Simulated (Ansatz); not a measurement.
## Si₃N₄ (P6₃/m, No. 176)

Method: PBE-D4 in Ansatz (plane waves, PAW).

Run with plane-wave cutoff 500 eV, 6×6×14 k mesh (along the axes of the cell as run), gaussian smearing 0.02 eV, scalar-relativistic PAW data made under PBE.

Cell (relaxed at this level):

N₄Si₃ has the hexagonal space group P6₃/m (No. 176), Pearson symbol hP14. Cell: a = b = 7.617 Å, c = 2.911 Å, α = β = 90.00°, γ = 120.00°. Si on 6h sees 4 N at 1.732–1.739 Å (tetrahedral). N1 on 2d is coordinated by 3 Si at 1.732 Å (trigonal planar). N2 on 6h has 3 Si at 1.739 Å (trigonal planar). (Neighbours: up to the widest gap in distance over summed covalent radii, below 1.35, at either atom.)

```yaml
band_gap: 4.32 eV (on the SCF k mesh)
```

Computed values are for the static lattice.

Ansatz is a quantum-chemistry and plane-wave program.
